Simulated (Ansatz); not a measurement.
L1₂ (Cu3Au-type) Pt₃Ti, treated with PBE0-D3(BJ) in Ansatz (plane waves, PAW).

Settings: plane-wave cutoff 460 eV, 8×8×8 k mesh, Fermi–Dirac smearing 0.05 eV, no spin polarisation, scalar-relativistic PAW data made under PBE.

Computed points:

```json
[
 {"V (Å³/atom)": "13.666", "E − E_lowest (meV/atom)": "42.17"},
 {"V (Å³/atom)": "14.026", "E − E_lowest (meV/atom)": "11.27"},
 {"V (Å³/atom)": "14.385", "E − E_lowest (meV/atom)": "0.00"},
 {"V (Å³/atom)": "14.899", "E − E_lowest (meV/atom)": "12.66"},
 {"V (Å³/atom)": "15.105", "E − E_lowest (meV/atom)": "25.90"}
]
```

### Question
Estimate the bulk modulus and its pressure derivative from these points.

### Answer
V0 = 14.437 Å³/atom, B0 = 296 GPa, B′ = 5.0 (fit to the energies at full precision).

Measured, for comparison: equilibrium volume per atom 15.01 Å³/atom (temperature not stated, not corrected to a static lattice; as tabulated in Molecular Dynamics Simulations of PtTi High-Temperature Shape Memory Alloys …). Computed (rounded) less measured: equilibrium volume per atom -3.8 %.

Note: the run has no spin polarisation, so it can have missed a magnetic state.

Spin–orbit coupling is not included.

The result took about 20 core-minutes (a rough figure).

Ansatz is a quantum-chemistry and plane-wave program.
